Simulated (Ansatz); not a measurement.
Cost and result by functional for the adsorption energy of Br on the 1x1 (100) surface of monoclinic HfO2 (cut with top plane 2 O), one in a 1x1 cell, started at the site 'top O', in Ansatz (plane waves, PAW). Single points on the PBE structure, on one kind of machine; costs are rough ratios of the slab run's core time (references not counted) to the cheapest single point. r2SCAN's cost holds its higher cutoff (500 against 420 eV). Differences are taken against r2SCAN for comparison alone: no measured value is at hand, so the table doesn't rank accuracy. The points keep PBE's geometry, so the relaxation of a polaron and the settling of charge on one site are left out.

Host crystal: monoclinic HfO2, with a band gap (PBE, scalar-relativistic without spin-orbit coupling).

Model: 25-atom slab, 9.3 Å thick at the start under the adsorbate (thin: gaps and levels are the slab's own), 4x4x1 mesh, Fermi-Dirac 0.01 eV, dipole correction, 12 atoms held, the rest relaxed; no symmetry held; spin-polarised, ending with about 1.0 μB a cell; orders that need a larger cell were not tried, no spin-orbit, no U, no dispersion correction. At the end it is bonded to Hf. In PBE it is, or lies within 0.03 eV of, the lowest of the starts that converged. These notes are the PBE run's. RPBE: The program's check for a lower electronic state was not made. r2SCAN: The program's check for a lower electronic state was not made. Adsorption energies are against ½ Br2(g). A negative adsorption energy means that the adsorbate is more stable on the surface than in its reference.

```json
[
 {"functional": "RPBE", "relative cost": "1", "adsorption energy (eV)": "0.24", "less r2SCAN (eV)": "0.40"},
 {"functional": "r2SCAN", "relative cost": "2", "adsorption energy (eV)": "-0.16", "less r2SCAN (eV)": "0.00"},
 {"functional": "PBE (the relaxed run's value)", "relative cost": "–", "adsorption energy (eV)": "0.04", "less r2SCAN (eV)": "0.21"}
]
```

The values span 0.40 eV, while the single points' costs differ by a factor of roughly 2. Differences are of unrounded values.

Ansatz is a quantum-chemistry and plane-wave program.
